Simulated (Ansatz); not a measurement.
System: interstitial O in monoclinic ZrO2 (neutral cell). Calculation: PBE, PAW (plane waves to 420 eV; Ansatz, a quantum-chemistry and plane-wave program).

Cell of 96 host sites held at the relaxed PBE lattice; the Γ point alone; Fermi-Dirac width 0.01 eV, spin-restricted; finite-size errors left in. Energies are static. The charge state is imposed; whether it is stable for some Fermi level was not computed. Sites that were not tried may lie lower.

Barriers: single points on a 2×2×2 k-point mesh shifted by half a step at the bands' geometries.

The step: several atoms move together, O the farthest. Atoms about the jump, Cartesian Å from the middle of the jump, before and after:

```tsv
atom	x0	y0	z0	x1	y1	z1
O1	0.11	-0.41	0.95	-0.11	0.41	-0.95
O2	0.32	-0.21	-1.51	0.56	-0.68	-1.70
O3	-0.56	-1.49	1.70	-0.21	-1.01	1.31
Zr4	-0.96	-1.62	-0.64	-1.00	-1.69	-0.57
Zr5	-1.45	0.61	2.08	-1.39	0.53	2.00
Zr6	1.98	0.98	-1.08	2.01	1.02	-1.04
O7	2.71	-0.51	0.32	2.63	-0.50	0.33
O8	-2.51	-0.51	0.35	-2.57	-0.52	0.37
O9	0.75	-2.73	-0.29	0.72	-2.86	-0.23
Zr10	1.56	-2.10	1.61	1.53	-2.11	1.61
O11	0.27	1.78	2.42	0.33	1.67	2.29
O12	0.75	2.43	-0.31	0.86	2.63	-0.36
O13	-2.09	2.04	0.61	-2.05	2.04	0.59
O14	-2.09	-0.57	-2.30	-2.06	-0.57	-2.30
O15	2.18	-0.58	2.98	2.21	-0.58	2.99
O16	-1.62	2.11	-2.05	-1.66	2.19	-2.08
Zr17	-0.49	0.53	-3.31	-0.51	0.54	-3.29
Zr18	-3.20	1.00	-1.06	-3.18	1.01	-1.07
O19	-2.11	-3.27	0.57	-2.08	-3.19	0.60
O20	3.11	2.04	0.61	3.13	2.04	0.60
O21	1.21	1.70	-2.97	1.21	1.65	-2.94
Zr22	1.53	3.15	1.60	1.53	3.18	1.58
O23	-0.66	-0.07	3.96	-0.62	-0.14	3.88
O24	3.12	-0.58	-2.33	3.16	-0.57	-2.33
```

Q: Give the saddle-point geometry and the barrier.

A: 
```csv
atom,x,y,z
O1,0.08,-0.16,0.20
O2,0.40,-0.22,-1.57
O3,-0.41,-1.24,1.70
Zr4,-1.01,-1.72,-0.56
Zr5,-1.40,0.57,2.01
Zr6,2.02,1.00,-1.06
O7,2.72,-0.52,0.33
O8,-2.60,-0.54,0.36
O9,0.75,-2.77,-0.28
Zr10,1.55,-2.10,1.61
O11,0.32,1.66,2.32
O12,0.80,2.52,-0.37
O13,-2.08,2.04,0.58
O14,-2.06,-0.57,-2.28
O15,2.18,-0.57,2.98
O16,-1.59,2.10,-2.06
Zr17,-0.53,0.56,-3.35
Zr18,-3.19,0.98,-1.07
O19,-2.07,-3.23,0.58
O20,3.12,2.04,0.61
O21,1.22,1.68,-3.00
Zr22,1.54,3.16,1.58
O23,-0.70,-0.03,4.01
O24,3.13,-0.58,-2.32
```
It lies 0.81 eV above the start and 0.81 eV above the end. The program found a first-order saddle point.
